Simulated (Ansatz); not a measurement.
Functionals compared on NH3 on the 1x1 (100) surface of monoclinic ZrO2 (cut with top plane 2 O), one in a 1x1 cell, started at the site 'hollow O-O-O', in Ansatz (plane waves, PAW). The structure was relaxed with PBE; the other rows are single points on it, each with its references at the same level. Cutoff 420 eV (500 eV for r2SCAN). HSE06 used the coarser mesh 3x3x1.

Host crystal: monoclinic ZrO2, with a band gap (PBE, scalar-relativistic without spin-orbit coupling).

Set-up: 28 atoms, 9.4 Å thick at the start under the adsorbate (thin: gaps and levels are the slab's own); mesh 4x4x1; 0.01 eV smearing; dipole correction on; 12 atoms held, the rest relaxed; no symmetry held; no spin, no spin-orbit, no U, no dispersion correction. At the end it is bonded to Zr. In PBE it is, or lies within 0.03 eV of, the lowest of the starts that converged. These notes are the PBE run's. Adsorption energies are against NH3(g). A negative adsorption energy means that the adsorbate is more stable on the surface than in its reference.

A dash marks a value that is undefined for that row or was read on another mesh.

```json
[
 {"functional": "PBE", "adsorption energy (eV)": "-1.24", "gap of the slab on its k-mesh (eV)": "3.52", "highest filled level below the top vacuum level (eV)": "5.25", "rough cost of the single point": "–"},
 {"functional": "RPBE", "adsorption energy (eV)": "-0.94", "gap of the slab on its k-mesh (eV)": "3.58", "highest filled level below the top vacuum level (eV)": "5.14", "rough cost of the single point": "roughly 2.6 core-minutes"},
 {"functional": "r2SCAN", "adsorption energy (eV)": "-1.45", "gap of the slab on its k-mesh (eV)": "3.96", "highest filled level below the top vacuum level (eV)": "5.55", "rough cost of the single point": "around 5 core-minutes (rough)"},
 {"functional": "HSE06", "adsorption energy (eV)": "(withheld)", "gap of the slab on its k-mesh (eV)": "–", "highest filled level below the top vacuum level (eV)": "–", "rough cost of the single point": "roughly 40 core-minutes"}
]
```

Fill in the missing entries.


- HSE06, adsorption energy (eV): -1.32

Ansatz is a first-principles code.
